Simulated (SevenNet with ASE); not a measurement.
System: GeSi melt or glass, 64 atoms, at 1350 K and 0 GPa, brought to that temperature within a few picoseconds.

Model: machine-learned potential SevenNet-0 (11 Jul 2024), trained on MPtrj (PBE and PBE+U) (SevenNet with ASE).

```tsv
frequency (THz)	vibrational (phonon) density of states (1/THz), total	vibrational (phonon) density of states (1/THz), Ge	vibrational (phonon) density of states (1/THz), Si
0.09400	0.2813	0.1962	0.0851
0.4705	0.2556	0.1802	0.0753
0.8470	0.2223	0.1523	0.0700
1.223	0.1971	0.1297	0.0674
1.600	0.1630	0.1030	0.0600
1.976	0.1393	0.0865	0.0528
2.353	0.1265	0.0784	0.0480
2.729	0.1084	0.0673	0.0411
3.105	0.0943	0.0550	0.0393
3.482	0.0911	0.0500	0.0411
3.858	0.0825	0.0430	0.0395
4.234	0.0748	0.0345	0.0403
4.611	0.0712	0.0289	0.0422
4.987	0.0643	0.0240	0.0403
5.364	0.0624	0.0210	0.0414
5.740	0.0614	0.0190	0.0424
6.116	0.0617	0.0169	0.0447
6.493	0.0604	0.0141	0.0463
6.869	0.0520	0.0118	0.0402
7.245	0.0467	0.0104	0.0363
7.622	0.0460	0.0092	0.0368
7.998	0.0427	0.0073	0.0355
8.375	0.0369	0.0060	0.0309
8.751	0.0347	0.0047	0.0300
9.127	0.0308	0.0043	0.0265
9.504	0.0289	0.0036	0.0253
9.880	0.0268	0.0032	0.0236
10.26	0.0245	0.0027	0.0218
10.63	0.0205	0.0023	0.0182
11.01	0.0165	0.0018	0.0147
11.39	0.0145	0.0015	0.0130
11.76	0.0118	0.0013	0.0105
12.14	0.0100	0.0011	0.0088
12.52	0.0088	0.0009	0.0079
12.89	0.0082	0.0008	0.0074
13.27	0.0069	0.0007	0.0062
13.64	0.0052	0.0006	0.0046
14.02	0.0049	0.0005	0.0043
14.40	0.0042	0.0005	0.0037
14.77	0.0036	0.0004	0.0033
15.15	0.0031	0.0003	0.0028
15.53	0.0028	0.0003	0.0025
15.90	0.0022	0.0002	0.0020
16.28	0.0019	0.0002	0.0017
16.66	0.0018	0.0002	0.0016
17.03	0.0016	0.0002	0.0014
17.41	0.0015	0.0001	0.0013
17.78	0.0014	0.0001	0.0012
18.16	0.0012	0.0001	0.0011
18.54	0.0010	0.0001	0.0009
```

The data show:
- state found: liquid
- mean frequency of the vibrational (phonon) density of states: 3.8 THz

Caution: a run this short can hold a crystal over, or a liquid under, the potential's own melting point, which these runs don't give.
